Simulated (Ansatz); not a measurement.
Input and output of a relaxation of cell and atoms for SbPbBrO2 (I4mm, 5 atoms in the cell) (Ansatz, a program for electronic structure).

Level of theory: LDA (PW92), PAW files made with PBE (plane waves; Ansatz).

```
SbPbBrO2
1.0
   -1.96596     1.96596     6.50143
    1.96596    -1.96596     6.50143
    1.96596     1.96596    -6.50143
Sb Pb Br O
1 1 1 2
Direct
  0.32895   0.32895   0.00000
  0.63881   0.63881   0.00000
  0.99801   0.99801   0.00000
  0.75502   0.25502   0.50000
  0.25502   0.75502   0.50000
```

Reference input (self-consistent single point, DFT, LDA (PW92), plane waves, PAW files made with PBE): kpoints.mp_grid.grid = 7 7 7; hamiltonian.xc = lda; hamiltonian.pseudopotentials = {kind: paw} (the program's default PAW files); scf.occupations.method = fixed. This run's input differs from it in these lines:

```diff
@@ -23,2 +23,4 @@
     method: fixed
+relax:
+  cell: {}
 output:
```

Output, abridged:

```
   [... SCF lines of the steps left out ...]
relax step   1: F+E_penalty+E_count = -21745.18785753 eV  Δ(F+E_penalty+E_count) = +0.000e0 eV  max|allowed force component| = 6.410e-1 eV/Å  Δτ_max = 0.0000 Å  P = -6.170 GPa  Ω = 100.513 Å³  (9 SCF iters, dr2 threshold 1.00e-7 eV, accepted)
relax step   2: F+E_penalty+E_count = -21745.29608742 eV  Δ(F+E_penalty+E_count) = -1.082e-1 eV  max|allowed force component| = 9.003e-1 eV/Å  Δτ_max = 0.0493 Å  P = +3.269 GPa  Ω = 90.913 Å³  energy of the carried Pulay correction = +1.392e-2 eV  [...]
   [... lines left out ...]
relax step   7: F+E_penalty+E_count = -21745.34441964 eV  Δ(F+E_penalty+E_count) = -4.492e-4 eV  max|allowed force component| = 3.373e-3 eV/Å  Δτ_max = 0.0023 Å  P = +0.003 GPa  Ω = 92.088 Å³  energy of the carried Pulay correction = +3.394e-4 eV  [...]
relax step   8: F+E_penalty+E_count = -21745.34410543 eV  Δ(F+E_penalty+E_count) = +3.142e-4 eV  max|allowed force component| = 3.401e-3 eV/Å  Δτ_max = 0.0000 Å  P = -0.000 GPa  Ω = 92.088 Å³  stress off target by 1.62e-2 GPa  SCF on the basis [...]
basis re-selected at this cell: Δ(F+E_penalty+E_count) = +3.142e-4 eV, ΔP = -0.003 GPa vs the last step
the relaxation is at rest under the 8 symmetry operations that the run kept from its start: a minimum is not shown …
Stability not checked: this state was not tested for a lower state beside it, because too few of the mixer's solves of this state at the end of the SCF gave a …
Free energy (F): -21745.344105 eV
Internal energy: -21745.344105 eV  (E = F + TS)
   [... lines left out ...]
Fermi energy:    8.829933 eV
  cell:  # Å, volume = 92.0883 Å³
   [... lines left out ...]
    - { symbol: Pb, position: [0.6378760606133914, 0.6378760606133914, -1.1720643682653963e-33] }
    - { symbol: Br, position: [0.996996926018847, 0.996996926018847, 5.403376031141125e-33] }
    - { symbol: O, position: [0.7547079687242861, 0.254707968724286, 0.5000000000000001] }
    - { symbol: O, position: [0.254707968724286, 0.7547079687242861, 0.5000000000000001] }
```

The run converged. 

Summary of the result:
```
Property                                                                                                                  Result
------------------------------------------------  ------------------------------------------------------------------------------
Free energy E − TS (on the zero of these files)                                                                   -21745.3441 eV
Top of the valence band (on the code's own zero)                                                                         8.83 eV
Gap on the k-point mesh                                                                                                  1.40 eV
Pressure                                                                                                                0.00 GPa
Largest force (vector length)                                                                                         0.003 eV/Å
Final cell                                        a = 6.8215 Å, b = 6.8215 Å, c = 6.8215 Å, α = 147.34°, β = 147.34°, γ = 46.86°
Final volume per atom                                                                                                   18.42 Å³
Relaxation steps                                                                                                               8
```

The starting cell comes from a database of computed structures (which also holds hypothetical and non-ambient phases and stackings), without a prior relaxation at this level. Spin-orbit coupling is off. The relaxation keeps the symmetry of its start, so its end need not be a minimum. Ansatz's pressure includes its estimate of the finite-basis (Pulay) stress.

Cost on one core of a shared machine: roughly 50 s.

Keys are those of Ansatz 0.2.
